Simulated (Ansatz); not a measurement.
Start from SnSe in the GeS type structure (space group Pnma, No. 62; a = 11.230 Å, b = 4.112 Å, c = 4.237 Å). Axes: x, y, z lie along a, b, c of the conventional cell.

Modification: biaxial strain −0.72 %, plane normal [001], relaxed out of plane (Cartesian); in-plane vectors clamped, the third vector and the atoms free.

All numbers come from Kohn–Sham DFT with the PBEsol-D3(BJ) functional, run in Ansatz (an electronic-structure program) with PAW and 420 eV plane waves, scalar-relativistic without spin-orbit coupling.

Base, band edges from the VBM (valence, conduction): R -1.82, 2.17; S -0.97, 1.33; T -1.87, 2.54; Y -0.57, 0.65; U -0.25, 0.94; X -0.77, 2.49; Z -0.39, 0.98; Γ -0.76, 0.22 eV.

### Question
Give the band edges at the high-symmetry points of the new zone, measured from its valence-band maximum.

### Answer
```
point  valence edge (eV)  conduction edge (eV)
-----  -----------------  --------------------
Γ                  -0.77                  0.24
X                  -0.83                  2.45
S                  -1.10                  1.27
Y                  -0.71                  0.57
Z                  -0.36                  0.99
U                  -0.24                  0.93
R                  -1.82                  2.15
T                  -1.87                  2.52
```

The gap is 0.23 eV, indirect, Γ–Z (83 % along) → Γ–Z (17 % along).

Whether these cells are dynamically stable was not tested. The D3 term's C6 switches between coordination references near this geometry, which can add small steps to energies. A zero or small gap of SnSe can be the functional's error rather than a property of the material.
